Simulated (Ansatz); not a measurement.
The reference is HfO₂ (space group Pca2_1, No. 29; a = 5.2944 Å, b = 5.0698 Å, c = 5.1018 Å). Axes: x, y, z lie along a, b, c of the conventional cell.

Structures relaxed with PBE (Ansatz, a program for electronic structure; PAW; 420 eV plane waves; without spin-orbit coupling), earlier PAW set.

Base:

Simulated powder pattern, Cu Kα1, λ = 1.54056 Å (kinematic, ideal powder, no thermal factors, no anomalous dispersion; the 10 strongest lines at most, above 2 %, up to 2θ = 90°):

```csv
2θ (°),I/Imax (%),hkl
30.01,100,(111)
33.83,13,(200)
35.15,14,(002)
35.38,12,(020)
49.59,14,(202)
49.76,13,(220)
50.73,15,(022)
58.18,12,(311)
59.92,16,(113)
60.23,15,(131)
```

Perturbation: the cell is stretched by 4.83 % along z with no lateral relaxation; the atoms relax in the strained cell.

After the change:

Simulated powder pattern, Cu Kα1, λ = 1.54056 Å (kinematic, ideal powder, no thermal factors, no anomalous dispersion; the 10 strongest lines at most, above 2 %, up to 2θ = 90°):

| 2θ (°) | d (Å) | I/Imax (%) | hkl |
|---|---|---|---|
| 29.54 | 3.021 | 100 | (111) |
| 33.48 | 2.674 | 15 | (002) |
| 33.83 | 2.647 | 12 | (200) |
| 35.38 | 2.535 | 12 | (020) |
| 48.34 | 1.881 | 14 | (202) |
| 49.51 | 1.840 | 16 | (022) |
| 49.76 | 1.831 | 13 | (220) |
| 57.44 | 1.603 | 17 | (113) |
| 57.90 | 1.591 | 11 | (311) |
| 59.96 | 1.542 | 14 | (131) |

The indices refer to the base's conventional cell; one index is shown for lines that coincide.

No phonon test of stability was made. This is not the structure that HfO2 has at room temperature and ambient pressure.
